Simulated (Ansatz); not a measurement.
**A computed series for SiC: response to strain**

Take SiC (space group P6_3mc, No. 186; a = 3.0941 Å, c = 10.1293 Å) as the base. Axes: x lies along a and z along c of the hexagonal cell.

Strains are applied to the cell and any free atomic positions relax; under biaxial strain the out-of-plane vector relaxes too.

Method: PBE (Ansatz, a program for electronic structure, PAW, scalar-relativistic without spin-orbit coupling).

Candidates:
(a) biaxial strain +2.25 %, plane normal [001], relaxed out of plane
(b) biaxial strain +1.50 %, plane normal [001], relaxed out of plane
(c) biaxial strain +3.00 %, plane normal [001], relaxed out of plane
(d) biaxial strain +0.75 %, plane normal [001], relaxed out of plane

Before the change:

```
Item        Value
--------  -------
Band gap  2.22 eV
```

Task: Order them by band gap, lowest first.

Result: (c) biaxial strain +3.00 %, plane normal [001], relaxed out of plane (1.99 eV), (a) biaxial strain +2.25 %, plane normal [001], relaxed out of plane (2.09 eV), (b) biaxial strain +1.50 %, plane normal [001], relaxed out of plane (2.18 eV), (d) biaxial strain +0.75 %, plane normal [001], relaxed out of plane (2.24 eV)

Stability against distortions was not tested.
